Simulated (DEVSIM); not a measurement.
Device: abrupt GaAs p-n junction, at 300 K.

| layer (left to right) | material | thickness (μm) | Nd (cm⁻³) | Na (cm⁻³) | τn (s) | τp (s) |
|---|---|---|---|---|---|---|
| 1 | GaAs | 0.400 | - | 3.3e15 | 8.4e-8 | 8.4e-8 |
| 2 | GaAs | 120 | 1.1e15 | - | 8.4e-8 | 8.4e-8 |

Left contact: ohmic. Right contact: ohmic. Voltage is applied to the left contact. Recombination: SRH at mid-gap. Mobility is μmin + (μ − μmin)/(1 + (N/Nref)^α).

The device is made up for the run: typed textbook-type constants, with dimensions and the other settings drawn at random. Values at 300 K.

| parameter | GaAs |
|---|---|
| gap (eV) | 1.424 |
| affinity (eV) | 4.07 |
| permittivity | 12.9 |
| Nc (cm⁻³) | 4.7e17 |
| Nv (cm⁻³) | 9e18 |
| μn (cm²/Vs) | 8500 |
| μp (cm²/Vs) | 400 |
| μn,min | 500 |
| μp,min | 20 |
| Nref,n | 6e16 |
| Nref,p | 1.5e17 |
| αn | 0.39 |
| αp | 0.38 |

Model (solved in DEVSIM): 1D drift-diffusion, Boltzmann statistics, complete ionisation; no tunnelling, impact ionisation, image-force lowering or self-heating.

The doping Na of layer 1 was swept, all else fixed.

| doping Na of layer 1 (cm^-3) | potential step across the device at zero bias (V) | dark forward voltage at 1 A/cm² (V) | largest field in the device at zero bias (V/cm) |
|---|---|---|---|
| 9.9e13 | 0.972 | 0.764 | 12000 |
| 3.3e14 | 1.003 | 0.800 | 13000 |
| 9.9e14 | 1.032 | 0.843 | 13000 |
| 3.3e15 | 1.063 | 0.893 | 15000 |
| 9.9e15 | 1.091 | 0.931 | 17000 |
| 3.3e16 | 1.122 | 0.967 | 19000 |
| 9.9e16 | 1.151 | 0.994 | 22000 |

From the first row to the last the potential step across the device at zero bias goes from 0.972 to 1.151. From the first row to the last the dark forward voltage at 1 A/cm² goes from 0.764 to 0.994.
